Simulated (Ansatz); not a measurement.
The reference is TiAl (space group P4/mmm, No. 123; relaxed with 0.1 eV smearing).

```yaml
crystal:
  lattice:
    - [2.81271, 0.00000, 0.00000]
    - [0.00000, 2.81271, 0.00000]
    - [0.00000, 0.00000, 4.06160]
  atoms:
    - { symbol: Ti, position: [0.00000, 0.00000, 0.00000] }
    - { symbol: Al, position: [0.50000, 0.50000, 0.50000] }
```

Cartesian axes are those of the cell as printed.

Method: Ansatz (an electronic-structure program) r2SCAN, no spin-orbit coupling.

For the base:

| Item | Value |
|---|---|
| Volume per atom | 16.07 Å³ |

It is then changed as follows: biaxial strain +1.00 %, plane normal [001], relaxed out of plane (Cartesian); in-plane vectors clamped, the third vector and the atoms free.

**Question.** What does the calculation give for the volume per atom after the change?

**Answer.** The volume per atom increases by 0.16 Å³ to 16.23 Å³.

**Question.** What does the calculation give for the in-plane stress after the change?

**Answer.** The mean in-plane stress (compression positive) amounts to -1.8 GPa.

Whether these cells are dynamically stable was not tested. All final runs are without spin polarisation.
